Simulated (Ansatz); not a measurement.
The starting structures come from a database of crystals and need not be the phases stable at ambient conditions.

By PBEsol, the system below comes out a metal.

A figure of merit of an interconnect metal is its ballistic conductance per area.

Here is the system:

```xyz
8
Lattice="3.5032 0.0000 0.0000 0.0000 6.2698 0.0000 0.0000 0.1661 6.2672" Properties=species:S:1:pos:R:3 pbc="T T T"
Al     0.8758     1.1999     3.5232
Al     2.6274     5.2361     2.7440
Al     0.8758     4.4037     5.7762
Al     2.6274     2.0322     0.4910
Au     0.8758     3.2791     1.9496
Au     2.6274     3.1569     4.3176
Au     0.8758     0.0317     1.1707
Au     2.6274     6.4043     5.0965
```

Space group of this cell: P2_1/m. The cell is taken as given; by PBEsol its mean pressure is -1.3 GPa.

The current flows along the normal of the first two printed cell vectors. No spin-orbit coupling; the value is a mean over 0.1 eV about the Fermi level.

**Question.** Predict the ballistic conductance per area from PBEsol (Ansatz, a program for electronic structure).

**Answer.** 0.42 × 10¹⁵ S/m² for both spins.
